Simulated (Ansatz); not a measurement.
## Cu, response to strain

Take Cu in the fcc (Cu type) structure (space group Fm-3m, No. 225; relaxed with 0.1 eV smearing) as the base.

```
CELL_PARAMETERS angstrom
      0.00000     1.75918     1.75918
      1.75918     0.00000     1.75918
      1.75918     1.75918     0.00000
ATOMIC_POSITIONS crystal
  Cu 0.00000 0.00000 0.00000
```

Cartesian axes are those of the cell as printed.

Strains are applied to the cell and any free atomic positions relax; under biaxial strain the out-of-plane vector relaxes too.

Computed with LDA (Ansatz, a first-principles code), spin-orbit coupling left out.

Notes on the quantities. energy relative to the base: free energy F.

```tsv
biaxial strain, plane normal [001], relaxed out of plane (%)	energy relative to the base (meV/atom)
0	0.0
0.5	0.3
1	1.0
1.5	?
2	3.8
2.5	5.7
3	7.8
```

Q: Fit ΔE = Aε² + Bε³ (ε in %) to the rows shown and predict the withheld row.

A: Least squares on the printed values gives A = 1.12 and B = -0.083 meV/atom (largest residual 0.0 meV/atom); this predicts 2.2 meV/atom, and the run gives 2.2 meV/atom, in agreement.

No phonon test of stability was made. All final runs are without spin polarisation.
